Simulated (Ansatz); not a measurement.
Take ZnO in the wurtzite structure (space group P6_3mc, No. 186; a = 3.230 Å, c = 5.215 Å) as the base.

Levels (all Ansatz, a quantum-chemistry and plane-wave program, PAW): PBEsol (420 eV, no spin-orbit coupling); PBEsol+SOC (420 eV, with spin-orbit coupling).

The geometry is relaxed with PBEsol.

| Item | Result |
|---|---|
| PBEsol band gap | 0.70 eV |
| PBEsol electron mass | 0.13 mₑ (at Γ) |
| PBEsol width of the top valence band | 1.83 eV |
| PBEsol valence-band top at Γ | 0.00, 0.00, -0.10 eV |

What does PBEsol+SOC give at this geometry for the band gap, electron mass, width of the top valence band and valence-band top at Γ?

The band gap shrinks by 0.02 eV (0.70 eV → 0.68 eV); the electron mass stays 0.13 mₑ (at Γ); the width of the top valence band drops by 0.02 eV, from 1.83 eV to 1.81 eV; the valence-band top at Γ (three highest Kramers pairs, from the VBM) goes from 0.00, 0.00, -0.10 eV to 0.00, -0.03, -0.12 eV.

Single points use the geometry relaxed with PBEsol. Differences between runs with and without spin-orbit coupling are approximate. Masses are band curvatures over ±0.01 Å⁻¹ around the edge. Whether these cells are dynamically stable was not tested.
